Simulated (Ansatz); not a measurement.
Seebeck coefficient (μV/K, mean over directions) of n-type VCu$_{3}$S$_{4}$ (P-43m) against carrier density, Ansatz (a first-principles code) with PBEsol, rigid bands. Computed gap 1.05 eV; densities at which minority carriers matter at this gap, or further valleys turn the trend, are left out. Conductivity mass 1.93 mₑ (harmonic mean over directions), N_c = 2.0e20 cm⁻³ at 300 K.

| electron density | 300 K | 500 K |
|---|---|---|
| 1e17 cm⁻³ | -863 | -931 |
| 1e18 cm⁻³ | -665 | -733 |
| 3e18 cm⁻³ | -570 | -638 |
| 1e19 cm⁻³ | ? | -534 |
| 3e19 cm⁻³ | -373 | -440 |
| 1e20 cm⁻³ | -272 | ? |
| 3e20 cm⁻³ | -186 | ? |
| 1e21 cm⁻³ | -105 | -154 |

Question: What belongs in the gaps?

Answer: 
- 1e19 cm⁻³, 300 K: -467
- 1e20 cm⁻³, 500 K: -338
- 3e20 cm⁻³, 500 K: -247

Rigid bands with a gap fixed in temperature, one relaxation time for all states, no polarons or phonon drag, and whether or not such doping can be reached. Spin-orbit coupling is left out.

Formula and space group known from diffraction (Crystallography Open Database), not checked to be the room-temperature form: VCu3S4 (P-43m). Treated as nonmagnetic, magnetic states not searched for: VCu3S4 (P-43m).
